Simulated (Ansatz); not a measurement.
LiNbO3 (R-3c, No. 167, 10 atoms in the cell; start COD 2101178; high-temperature phase)

Calculation: LDA (plane waves, PAW; Ansatz, an electronic-structure program).

Run with plane-wave cutoff 520 eV, 8×8×8 k mesh, Fermi–Dirac smearing 0.01 eV, no spin polarisation, scalar-relativistic PAW data made under PBE.

Cell (relaxed at this level):

```
LiNbO3
1.0
    2.56208     1.47922     4.51852
   -2.56208     1.47922     4.51852
    0.00000    -2.95844     4.51852
Nb O Li
2 6 2
Direct
  0.50000   0.50000   0.50000
  0.00000   0.00000   0.00000
  0.62539   0.25000   0.87461
  0.37461   0.75000   0.12539
  0.25000   0.87461   0.62539
  0.75000   0.12539   0.37461
  0.87461   0.62539   0.25000
  0.12539   0.37461   0.75000
  0.75000   0.75000   0.75000
  0.25000   0.25000   0.25000
```

```yaml
band_gap: 2.62 eV
smallest_direct_gap_on_the_k_points_sampled: 2.70 eV
```

Note: held by symmetry at 0 K, a high-temperature phase can be a saddle point.

Spin–orbit coupling is not included.

The computed numbers hold no vibrational or temperature effects.
